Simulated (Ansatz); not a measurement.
Base system: WSi₂ (space group I4/mmm, No. 139; relaxed with 0.1 eV smearing).

```
CELL_PARAMETERS angstrom
     -1.59264     1.59264     3.88656
      1.59264    -1.59264     3.88656
      1.59264     1.59264    -3.88656
ATOMIC_POSITIONS crystal
  Si 0.66535 0.66535 0.00000
  Si 0.33465 0.33465 0.00000
  W  0.00000 0.00000 0.00000
```

Cartesian axes are those of the cell as printed.

Calculations: plane-wave PAW DFT at the LDA level (Ansatz, a program for electronic structure, 420 eV), spin-orbit coupling left out.

Base values:

```
Property            Value
---------------  --------
Volume per atom  13.14 Å³
```

Perturbation: biaxial strain +1.00 %, plane normal [001], relaxed out of plane (Cartesian); in-plane vectors clamped, the third vector and the atoms free.

**Question.** Estimate the effect on the volume per atom.

**Answer.** The volume per atom rises by 0.22 Å³ (13.14 Å³ → 13.36 Å³).

**Question.** What does the calculation give for the energy relative to the base after the change?

**Answer.** The energy goes up by 4.4 meV/atom.

**Question.** What happens to the in-plane stress?

**Answer.** The mean in-plane stress (compression positive) comes out as -5.2 GPa.

Stability against distortions was not tested. All final runs are without spin polarisation.
